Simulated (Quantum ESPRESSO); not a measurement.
# Several settings converged on CaAl2Zn2 (I4mm, 5 atoms in the cell)

```xyz
5
Lattice="-2.0509 2.0509 5.7252 2.0509 -2.0509 5.7252 2.0509 2.0509 -5.7252" Properties=species:S:1:pos:R:3 pbc="T T T"
Ca     0.0000     0.0000     0.0500
Al     2.0509     0.0000     2.8626
Al     0.0000     2.0509     2.8626
Zn     0.0000     0.0000     4.4871
Zn     0.0000     0.0000     6.9633
```

Base method: LDA (PZ), PSlibrary PAW (LDA) pseudopotentials (plane waves; Quantum ESPRESSO).

Base settings: ecutwfc = 50 Ry; ecutrho = 300 Ry; occupations = smearing; smearing = gauss; degauss = 0.0073499 Ry; K_POINTS = automatic 4 4 4 0 0 0; conv_thr = 1e-10 Ry.

The count of work is k-points × plane waves × bands × iterations; it is no time. 

**The plane-wave cutoff**

Moved along: ecutrho.

The second cell is the first with its lattice scaled by 0.98.

The mesh stays at the base's, so the ladder's end is converged at best in this setting alone.

Only quantities that move along the ladder and can be compared are tabulated.

| ecutwfc | free energy less the last step's (meV/atom) | energy of the compressed cell less the first (meV/atom) | pressure (GPa) | largest difference of a force vector from the last step's (eV/Å) | count of work / last |
|---|---|---|---|---|---|
| 17.5 Ry | 23863.36 | -146.89 | -657.77 | 0.327 | 0.091 |
| 22 Ry | 6513.85 | -47.42 | -242.29 | 0.088 | 0.12 |
| 28 Ry | 961.73 | -26.67 | -55.92 | 0.028 | 0.17 |
| 35 Ry | 79.82 | -20.75 | -9.38 | 0.004 | 0.22 |
| 50 Ry | 23.22 | -20.76 | -5.44 | 0.001 | 0.40 |
| 88 Ry | 0.00 | -20.70 | -4.81 | 0.000 | 1.0 |

Coarsest ecutwfc that holds the forces within 0.01 eV/Å of the last step, with all finer ones: 35 Ry, at 0.22 of the last step's count of work; the step before is off by 0.028 eV/Å.

Coarsest ecutwfc that holds the energy of the compressed cell less the first within 2 meV/atom of the last step, with all finer ones: 35 Ry, at 0.22 of the last step's count of work; the step before is off by 6.0 meV/atom.

Coarsest ecutwfc that holds the pressure within 1 GPa: not settled: the last two steps still differ by 0.64 GPa, over half the tolerance, so the ladder does not show it.

At the lowest cutoff the pressure lies 653 GPa under the last step's, the usual sign of Pulay stress in an incomplete plane-wave basis.

**The cutoff for other potential files**

Level: DFT, LDA (PZ), plane waves, PSlibrary PAW (LDA, semicore) pseudopotentials.

In this ladder: pseudopotentials = {Ca: Ca.pz-spn-kjpaw_psl.1.0.0.UPF, Al: Al.pz-n-kjpaw_psl.1.0.0.UPF, Zn: Zn.pz-spn-kjpaw_psl.1.0.0.UPF}. Moved along: ecutrho.

The second cell is the first with its lattice scaled by 0.98.

The mesh stays at the base's, so the ladder's end is converged at best in this setting alone.

Only quantities that move along the ladder and can be compared are tabulated.

```tsv
ecutwfc	free energy less the last step's (meV/atom)	energy of the compressed cell less the first (meV/atom)	pressure (GPa)	largest difference of a force vector from the last step's (eV/Å)	count of work / last
38 Ry	6077.04	7.14	-262.57	0.125	0.23
59 Ry	111.73	-19.30	-7.29	0.002	0.48
85 Ry	23.72	-19.60	-5.86	0.000	0.76
102 Ry	0.00	-19.62	-4.86	0.000	1.0
```

Coarsest ecutwfc that holds the forces within 0.02 eV/Å of the last step, with all finer ones: 59 Ry; the step before is off by 0.12 eV/Å.

Coarsest ecutwfc that holds the free energy within 5 meV/atom: not settled: the last two steps still differ by 24 meV/atom, over half the tolerance, so the ladder does not show it.

Coarsest ecutwfc that holds the energy of the compressed cell less the first within 2 meV/atom of the last step, with all finer ones: 59 Ry; the step before is off by 27 meV/atom.

At the lowest cutoff the pressure lies 258 GPa under the last step's, the usual sign of Pulay stress in an incomplete plane-wave basis.

On the base run: the starting cell comes from a database of computed structures (which also holds hypothetical and non-ambient phases and stackings), without a prior relaxation at this level. Its lattice was rescaled by up to half a per cent. One atom was moved a little off its site on purpose. In the base run, with a pressure of about -5 GPa the cell is away from its equilibrium volume at this level. Without a gap this mesh is coarse (it stands for a supercell whose shortest vector is 16 Å).
